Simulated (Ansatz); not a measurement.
Input:

```
ZnS
1.0
    3.85875     0.00000     0.00000
   -1.92938     3.34178     0.00000
    0.00000     0.00000     6.13181
Zn S
2 2
Direct
  0.33333   0.66667   0.99743
  0.66667   0.33333   0.49743
  0.33333   0.66667   0.37757
  0.66667   0.33333   0.87757
```

The numbers are results of r2SCAN with spin-orbit coupling, rigid bands (plane waves, PAW; Ansatz, an electronic-structure program), not measurements. Condition of this run: biaxial stress in the c plane of -3 GPa (compression positive) (the target of the relaxation). How the cell was made: cell and atoms relaxed with PBEsol, then loaded as said.

Question: Predict the electron conductivity mass (n e² τ/σ) at 300 K, by direction if it differs.

Answer: 0.21 (x), 0.21 (y), 0.20 (z) mₑ.

Question: What conductivity effective mass do dilute holes have at 300 K?

Answer: 1.41 (x), 1.41 (y), 0.52 (z) mₑ.

Question: And the band gap?

Answer: 2.74 eV at this level; semilocal functionals usually fall short of the measured gap.

Rigid bands, one relaxation time for all states, no polarons. Geometry: cell and atoms relaxed with PBEsol.
